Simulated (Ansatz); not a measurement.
The reference is Rh in the fcc (Cu type) structure (space group Fm-3m, No. 225; relaxed with 0.1 eV smearing).

```
CELL_PARAMETERS angstrom
      0.00000     1.90077     1.90077
      1.90077     0.00000     1.90077
      1.90077     1.90077     0.00000
ATOMIC_POSITIONS crystal
  Rh 0.00000 0.00000 0.00000
```

Cartesian axes are those of the cell as printed.

All numbers come from r2SCAN in Ansatz (plane waves to 500 eV, PAW, no spin-orbit coupling).

Strains are applied to the cell and any free atomic positions relax; under biaxial strain the out-of-plane vector relaxes too.

One change was made to it. Results:

```json
[
 {"quantity": "pressure (mean of the normal stresses, compression positive)", "base": "0.0 GPa", "after": "-1.5 GPa"},
 {"quantity": "volume per atom", "base": "13.73 Å³", "after": "13.81 Å³"},
 {"quantity": "energy relative to the base (free energy F)", "base": "0 meV/atom", "after": "+1.0 meV/atom"}
]
```

Question: Which change produced these results?
A) biaxial strain +2.50 %, plane normal [001], relaxed out of plane
B) biaxial strain +1.50 %, plane normal [001], relaxed out of plane
C) biaxial strain +0.50 %, plane normal [001], relaxed out of plane
D) biaxial strain +2.00 %, plane normal [001], relaxed out of plane
E) biaxial strain +1.00 %, plane normal [001], relaxed out of plane

Answer: C, biaxial strain +0.50 %, plane normal [001], relaxed out of plane. For comparison, the energy relative to the base in the other runs: biaxial strain +2.00 %, plane normal [001], relaxed out of plane gives +15 meV/atom; biaxial strain +1.00 %, plane normal [001], relaxed out of plane gives +3.8 meV/atom; biaxial strain +1.50 %, plane normal [001], relaxed out of plane gives +8.5 meV/atom; biaxial strain +2.50 %, plane normal [001], relaxed out of plane gives +23 meV/atom.

Whether these cells are dynamically stable was not tested. The final runs are not spin-polarised. Rh lies near a magnetic instability that expansion can trigger; it was not tested.

Ansatz is a quantum-chemistry and plane-wave program.
